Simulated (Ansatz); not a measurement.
A self-consistent single point of KMgBr3 (Pm-3m, 5 atoms in the cell) with Ansatz (a first-principles code).

Computed with PBE (plane waves, PAW; Ansatz).

```
CELL_PARAMETERS angstrom
      5.15755     0.00000     0.00000
      0.00000     5.15755     0.00000
      0.00000     0.00000     5.15755
ATOMIC_POSITIONS crystal
  K  0.00000 0.00000 0.00000
  Mg 0.50000 0.50000 0.50000
  Br 0.00000 0.50000 0.50000
  Br 0.50000 0.50000 0.00000
  Br 0.50000 0.00000 0.50000
```

Reference input (self-consistent single point, DFT, PBE, plane waves, default PAW files): kpoints.mp_grid.grid = 5 5 5; hamiltonian.xc = pbe; hamiltonian.pseudopotentials = {kind: paw} (the program's default PAW files); scf.occupations.method = cold; scf.occupations.width = 0.136 eV. This run's input differs from it in these lines:

Ansatz 0.2 input:
```diff
@@ -12,3 +12,3 @@
 kpoints:
-  mp_grid: { grid: [5, 5, 5] }
+  mp_grid: { grid: [6, 6, 6] }
 hamiltonian:
```

Log, with long lists cut:

```
SCF iter   1: F=—  HF=-11818.736708 eV  |F-HF|=—  |Δ(HF+E_count)|=         —  Δρ=5.38e-4  dr2=5.46e-4  ethr=1.77e-3  ⟨swp⟩=10.2  Hψ=2759  notcnv=0
all-band conjugate gradients solve this SCF's bands
preconditioner: auto → Resta (q_TF=auto, 2.222 Å⁻¹)
SCF iter   2: F=—  HF=-11818.737060 eV  |F-HF|=—  |Δ(HF+E_count)|=   3.52e-4  S|Δr|=    0.00e0  Δρ=2.66e-4  dr2=2.14e-4  ethr=1.37e-6  ⟨swp⟩=3.5  Hψ=1300  notcnv=0
SCF iter   3: F=—  HF=-11818.737037 eV  |F-HF|=—  |Δ(HF+E_count)|=   2.22e-5  S|Δr|=    0.00e0  Δρ=1.04e-4  dr2=1.10e-5  ethr=5.35e-7  ⟨swp⟩=2.0  Hψ=768  notcnv=0
SCF iter   4: F=—  HF=-11818.737319 eV  |F-HF|=—  |Δ(HF+E_count)|=   2.81e-4  S|Δr|=    0.00e0  Δρ=3.62e-5  dr2=1.43e-6  ethr=2.76e-8  ⟨swp⟩=2.0  Hψ=844  notcnv=0
SCF iter   5: F=-11818.737319 eV  HF=-11818.737319 eV  |F-HF|=3.04e-8  |Δ(HF+E_count)|=   9.14e-7  S|Δr|=    0.00e0  Δρ=5.64e-6  dr2=3.92e-8  ethr=2.50e-10  ⟨swp⟩=8.4  Hψ=2943  notcnv=0
SCF 1 converged in 5 iterations: F = -11818.737319 eV  dr2 = 3.92e-8
Stability not checked (fill_not_monotonic)
Free energy (F): -11818.737319 eV
Internal energy: -11818.737319 eV  (E = F + TS)
E sigma→0 (E₀):  -11818.737319 eV
Fermi energy:    5.096181 eV
--- Forces (eV/Å), atoms counted from 1 ---
  atom   1  K     -0.00000000     0.00000000    -0.00000000
   [... zero for the other atoms too ...]
--- Stress (GPa, compression-positive) ---
        3.791764       0.000000       0.000000
        0.000000       3.791764       0.000000
        0.000000       0.000000       3.791764
  P = ⅓ Tr σ = 3.7918 GPa (37.918 kbar)
  The stress holds the Pulay correction. Without it, at fixed plane waves, as pw.x and ABINIT print it: P = 3.7825 GPa
```

The run converged in 5 iterations. Against the reference run the free energy is nearly the same (within 1 meV/atom), the pressure stays at 3.79 GPa and the gap on the mesh goes from 3.196 to 3.091 eV.

The starting cell was generated: these elements placed on a structure prototype, without a prior relaxation; it need not be a known phase or ordering of this composition. With a pressure of about 4 GPa the cell is away from its equilibrium volume at this level. Ansatz's pressure includes its estimate of the finite-basis (Pulay) stress.
